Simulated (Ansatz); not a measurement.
A self-consistent single point of LuTl (P4mm, 2 atoms in the cell) with Ansatz (an electronic-structure program).

Method of the run: LDA (PW92), default PAW files made with PBE (plane waves; Ansatz).

The change in words: lattice scaled by 0.98; basis.ecutrho_ratio: default → 16. Reference geometry:
```
LuTl
1.0
    3.57690     0.00000     0.00000
    0.00000     3.57690     0.00000
    0.00000     0.00000     3.92180
Lu Tl
1 1
Direct
  0.00000   0.00000   0.01275
  0.50000   0.50000   0.50000
```

Reference input (self-consistent single point, DFT, LDA (PW92), plane waves, default PAW files made with PBE): basis.ecutwfc = 420 eV; kpoints.mp_grid.grid = 9 9 9; hamiltonian.xc = lda; hamiltonian.pseudopotentials = {kind: paw} (the program's default PAW files); scf.occupations.method = fermi_dirac; scf.occupations.width = 0.1 eV. This run's input differs from it in these lines:

Ansatz 0.2 input:
```diff
@@ -2,5 +2,5 @@
   lattice:
-    - [3.576896, 0.000000, 0.000000]
-    - [0.000000, 3.576896, 0.000000]
-    - [0.000000, 0.000000, 3.921802]
+    - [3.505358, 0.000000, 0.000000]
+    - [0.000000, 3.505358, 0.000000]
+    - [0.000000, 0.000000, 3.843366]
   atoms:
@@ -10,2 +10,3 @@
   ecutwfc: 420.0
+  ecutrho_ratio: 16
 kpoints:
```

The program printed (abridged):

```
SCF iter   1: F=—  HF=-25640.303869 eV  |F-HF|=—  |Δ(HF+E_count)|=         —  Δρ=5.15e-3  dr2=1.01e-2  ethr=1.77e-3  ⟨swp⟩=5.4  Hψ=8897  notcnv=0
all-band conjugate gradients solve this SCF's bands
preconditioner: auto → Kerker (q_TF=auto, 2.631 Å⁻¹)
SCF iter   2: F=—  HF=-25640.299349 eV  |F-HF|=—  |Δ(HF+E_count)|=   4.52e-3  Δρ=2.92e-3  dr2=3.30e-3  ethr=2.66e-5  ⟨swp⟩=2.1  Hψ=3836  notcnv=0
   [... lines left out ...]
SCF iter   5: F=—  HF=-25640.298601 eV  |F-HF|=—  |Δ(HF+E_count)|=   3.59e-5  Δρ=1.75e-4  dr2=1.37e-5  ethr=6.31e-7  ⟨swp⟩=2.0  Hψ=3157  notcnv=0
SCF iter   6: F=—  HF=-25640.298590 eV  |F-HF|=—  |Δ(HF+E_count)|=   1.11e-5  Δρ=4.54e-5  dr2=1.08e-6  ethr=3.60e-8  ⟨swp⟩=2.4  Hψ=3566  notcnv=0
SCF iter   7: F=—  HF=-25640.298590 eV  |F-HF|=—  |Δ(HF+E_count)|=   1.33e-7  Δρ=1.58e-5  dr2=1.23e-7  ethr=2.85e-9  ⟨swp⟩=2.0  Hψ=3101  notcnv=0
SCF iter   8: F=-25640.298590 eV  HF=-25640.298590 eV  |F-HF|=6.42e-9  |Δ(HF+E_count)|=   3.98e-8  Δρ=3.96e-6  dr2=9.58e-9  ethr=2.63e-10  ⟨swp⟩=8.1  Hψ=10750  notcnv=0
SCF 1 converged in 8 iterations: F = -25640.298590 eV  dr2 = 9.58e-9
Free energy (F): -25640.298590 eV
Internal energy: -25640.251541 eV  (E = F + TS)
E sigma→0 (E₀):  -25640.275066 eV
Entropy (-TS):   -0.047049 eV (-23.524 meV/atom)
Fermi energy:    15.269883 eV
--- Forces (eV/Å), atoms counted from 1 ---
  atom   1  Lu    -0.00000000     0.00000000    -0.16452645
  atom   2  Tl     0.00000000     0.00000000     0.16453080
--- Stress (GPa, compression-positive) ---
        0.323422       0.000000      -0.000000
        0.000000       0.323422       0.000000
       -0.000000       0.000000       0.815490
  P = ⅓ Tr σ = 0.4874 GPa (4.874 kbar)
  The stress holds the Pulay correction. Without it, at fixed plane waves, as pw.x and ABINIT print it: P = 0.4357 GPa
```

The run converged in 8 iterations. Against the reference run the free energy goes down by 14.3 meV/atom, the pressure goes from -3.38 to 0.49 GPa and the largest force goes from 0.131 to 0.165 eV/Å.

The starting cell comes from a database of computed structures (which also holds hypothetical and non-ambient phases and stackings), without a prior relaxation at this level. Its lattice was rescaled by up to half a per cent. One atom was moved a little off its site on purpose. For this run, on top of that: lattice scaled by 0.98. Ansatz's pressure includes its estimate of the finite-basis (Pulay) stress.
